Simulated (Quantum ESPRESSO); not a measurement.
## One base run on RbFeCl3 (Pm-3m, 5 atoms in the cell) and variants with one or two settings moved

```xyz
5
Lattice="4.9301 0.0000 0.0000 0.0000 4.9301 0.0000 0.0000 0.0000 4.9301" Properties=species:S:1:pos:R:3 pbc="T T T"
Rb     2.4651     2.4651     2.4651
Fe     0.0000     0.0000     0.0000
Cl     2.4651     0.0000     0.0000
Cl     0.0000     2.4651     0.0000
Cl     0.0000     0.0000     2.4651
```
Moments meant for the start (each program seeds them in its own way; μB, in the order of the atoms Rb Fe Cl Cl Cl): 0.0 4.0 0.0 0.0 0.0.

Base run A: PBEsol, PseudoDojo standard norm-conserving (PBESOL) pseudopotentials in Quantum ESPRESSO, self-consistent single point.

Its settings: ecutwfc = 90 Ry; occupations = smearing; smearing = cold; degauss = 0.0147 Ry; nspin = 2; potentials = {Rb: Rb.upf, Fe: Fe.upf, Cl: Cl.upf}; K_POINTS = automatic 4 4 4 0 0 0; conv_thr = 1e-10 Ry; mixing_beta = 0.5.

The starting cell comes from a database of computed structures (which also holds hypothetical and non-ambient phases and stackings), without a prior relaxation at this level. With one magnetic atom in the cell only a parallel order is possible.

ΔF is the free energy per atom less that of run A. A dash stands where there is no value to compare (another energy zero or no entropy term, no result, no spin, no clean gap, or a mesh too coarse for one). Absolute energies have different zeros for different potentials, functionals, Hubbard and dispersion terms and are not compared across them.

Runs:
- B: K_POINTS: automatic 4 4 4 0 0 0 → automatic 6 6 6 0 0 0
- C: ecutrho: default → 900 Ry
- D: degauss: 0.0147 Ry → 0.002205 Ry; K_POINTS: automatic 4 4 4 0 0 0 → automatic 3 3 3 0 0 0
- E: nbnd: default → 25
- F: nspin: 2 → default
- G: conv_thr: 1e-10 Ry → 1e-05 Ry
- H: input_dft: default → rvv10; potentials: PseudoDojo standard norm-conserving (PBE) [rVV10]
- I: mixing_ndim: default → 2
- J: tot_magnetization: default → 1

```tsv
run	ΔF (meV/atom)	pressure (GPa)	size of the net moment (μB/atom)	k-points
A	0.00	-1.32	0.80	10
B	-2.9	-1.43	0.80	20
C	0.00	-1.32	0.80	10
D	10.7	-1.23	0.80	4
E	0.00	-1.32	0.80	10
F	332.5	-5.87	–	10
G	0.01	-1.55	0.80	10
H	–	0.75	0.80	10
I	0.00	-1.32	0.80	10
J	285.7	-5.30	0.20	10
```

Run F against A: The free energy rises by 333 meV/atom, the pressure goes from -1.32 to -5.87 GPa and the net moment of 0.80 μB/atom is absent without spin.

Run B against A: The free energy goes down by 2.9 meV/atom, the pressure goes from -1.32 to -1.43 GPa and the size of the net moment stays at 0.80 μB/atom.
